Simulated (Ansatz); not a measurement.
**A short convergence ladder for Ba₂NF (R-3m, 4 atoms in the cell)**

```
Ba2NF
1.0
    2.00479     1.15746     6.65508
   -2.00479     1.15746     6.65508
    0.00000    -2.31493     6.65508
Ba N F
2 1 1
Direct
  0.75764   0.75764   0.75764
  0.24236   0.24236   0.24236
  0.50000   0.50000   0.50000
  0.00000   0.00000   0.00000
```

Base method: LDA (PW92), default PAW files made with PBE (plane waves; Ansatz, a quantum-chemistry and plane-wave program).

Base settings: basis.ecutwfc = 420 eV; kpoints.mp_grid.grid = 7 7 7; hamiltonian.xc = lda; hamiltonian.pseudopotentials = {kind: paw} (the program's default PAW files); scf.occupations.method = fermi_dirac; scf.occupations.width = 0.01 eV.

Core times come from one kind of shared machine, to one figure; runs under 30 s give none.

**Zone-centre phonons against the cutoff**

In this ladder: scf.occupations.method = fixed; scf.occupations.width = default; phonons.method = dfpt; phonons.dielectric = true; phonons.rigid_motions = translations.

The mesh stays at the base's, so the ladder's end is converged at best in this setting alone.

Frequencies are those of the unrelaxed cell, without the LO-TO term of polar crystals.

Only quantities that move along the ladder and can be compared are tabulated.

ε∞ and Born charges come from denser meshes that the program picks itself.

| basis.ecutwfc | highest zone-centre frequency (cm⁻¹) | lowest optical frequency (cm⁻¹) | largest Born charge (mean of the diagonal) (e) | mean ε∞ | core time / last (rough) |
|---|---|---|---|---|---|
| 210 eV | 345.1 | 44.9 | 3.490 | 5.490 | 0.7 |
| 295 eV | 366.6 | 54.4 | 3.385 | 5.463 | 0.6 |
| 355 eV | 364.6 | 53.9 | 3.384 | 5.462 | 1 |
| 420 eV | 364.3 | 54.2 | 3.382 | 5.463 | 1 |

Coarsest basis.ecutwfc that holds the largest Born charge (mean of the diagonal) within 0.01 e of the last step, with all finer ones: 295 eV; the step before is off by 0.11 e.

Coarsest basis.ecutwfc that holds the lowest optical frequency within 2 cm⁻¹ of the last step, with all finer ones: 295 eV; the step before is off by 9.4 cm⁻¹.

Coarsest basis.ecutwfc that holds the mean ε∞ within 0.02 of the last step, with all finer ones: 295 eV; the step before is off by 0.027.

On the base run: the starting cell comes from a database of computed structures (which also holds hypothetical and non-ambient phases and stackings), without a prior relaxation at this level. Its lattice was rescaled by up to half a per cent. In the base run, with a pressure of about -4 GPa the cell is away from its equilibrium volume at this level.

Keys are those of Ansatz 0.2.
